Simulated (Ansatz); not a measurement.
Start from ZnGeP₂ in the chalcopyrite structure (space group I-42d, No. 122).

```
ZnGeP2
1.0
   -2.71213     2.71213     5.35485
    2.71213    -2.71213     5.35485
    2.71213     2.71213    -5.35485
Zn Ge P
2 2 4
Direct
  0.00000   0.00000   0.00000
  0.75000   0.25000   0.50000
  0.50000   0.50000   0.00000
  0.25000   0.75000   0.50000
  0.87500   0.87334   0.49834
  0.12666   0.62500   0.00166
  0.37500   0.37666   0.50166
  0.62334   0.12500   0.99834
```

Cartesian axes are those of the cell as printed.

Method: PBEsol (Ansatz, a first-principles code; PAW; 420 eV plane waves; scalar-relativistic without spin-orbit coupling).

Strains are applied to the cell and any free atomic positions relax; under biaxial strain the out-of-plane vector relaxes too.

One change was made to it. Results:

```csv
quantity,base,after
smallest direct gap,1.24 eV,1.40 eV
shortest interatomic distance,4.410 bohr,4.369 bohr
band gap,1.07 eV,0.85 eV
```

Question: Name the change that was made.
A) biaxial strain −0.75 %, plane normal [001], relaxed out of plane
B) biaxial strain −3.00 %, plane normal [001], relaxed out of plane
C) biaxial strain −1.50 %, plane normal [001], relaxed out of plane
D) biaxial strain −2.25 %, plane normal [001], relaxed out of plane

Answer: B, biaxial strain −3.00 %, plane normal [001], relaxed out of plane. For comparison, the band gap in the other runs: biaxial strain −0.75 %, plane normal [001], relaxed out of plane gives 1.08 eV; biaxial strain −1.50 %, plane normal [001], relaxed out of plane gives 1.01 eV; biaxial strain −2.25 %, plane normal [001], relaxed out of plane gives 0.93 eV.

No phonon test of stability was made.
